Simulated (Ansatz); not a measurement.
System: In₂S₃ (R-3c, No. 167, 10 atoms in the cell; start mp-22375; a measured phase of this formula has another space group). Method: LDA (Ansatz, a quantum-chemistry and plane-wave program, PAW).

Settings: plane-wave cutoff 500 eV, 8×8×8 k mesh, gaussian smearing 0.02 eV, scalar-relativistic PAW data made under PBE.

Cell (relaxed at this level):

```cif
data_In12S18
_chemical_formula_sum 'In12 S18'
_space_group_name_H-M_alt 'R-3c :H'
_space_group_IT_number 167
_space_group_name_Hall '-R 3 2"c'
_cell_length_a 6.52020
_cell_length_b 6.52020
_cell_length_c 17.44963
_cell_angle_alpha 90.000
_cell_angle_beta 90.000
_cell_angle_gamma 120.000
loop_
_atom_site_label
_atom_site_type_symbol
_atom_site_symmetry_multiplicity
_atom_site_Wyckoff_symbol
_atom_site_fract_x
_atom_site_fract_y
_atom_site_fract_z
_atom_site_occupancy
In1 In 12 c 0.00000 0.00000 0.14437 1
S1 S 18 e 0.29682 0.29682 0.25000 1
```
(The calculation used a cell of 10 atoms; values per cell refer to that cell.)

Question: Predict the band gap.

Answer: 
- band gap: 0.50 eV (on the SCF k mesh)

Note: the relaxation could not lower the start's symmetry, so the cell can be a saddle point above a distorted one.

Spin–orbit coupling is not included.

A start named mp-… is a Materials Project structure, which need not be a measured phase.
